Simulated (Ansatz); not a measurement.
Fluorite HfO2 (high-temperature phase), treated with PBE-D3(BJ) in Ansatz (PAW).

Run with plane-wave cutoff 520 eV, 8×8×8 k mesh, scalar-relativistic PAW data made under PBE.

Computed at the level's own relaxed cell.

Hill averages of the elastic tensor: K = 254.4 GPa, G = 113.5 GPa. Volume 10.876 Å³/atom, mean atomic mass 70.163 u.

Problem. Work out the density, the sound velocities of a polycrystal and the elastic Debye temperature at this level.

Solution. ρ = 1.66054 × 70.163/10.876 = 10.712 g/cm³. v_l = √[(K + 4G/3)/ρ] = 6.154 km/s and v_t = √(G/ρ) = 3.255 km/s. The mean follows from 3/v_m³ = 1/v_l³ + 2/v_t³: v_m = 3.638 km/s. Θ_D = (ħ/k_B) v_m (6π²/V)^(1/3) = 76.38 K Å s/km × 3.638 × 1.7592 Å⁻¹ = 489 K, counting all atoms of the cell.

Note: the dispersion coefficients are held fixed in the derivatives; symmetry holds this phase in the static calculation, where it need not be a minimum; held by symmetry at 0 K, a high-temperature phase can be a saddle point.

Ansatz is an electronic-structure program.
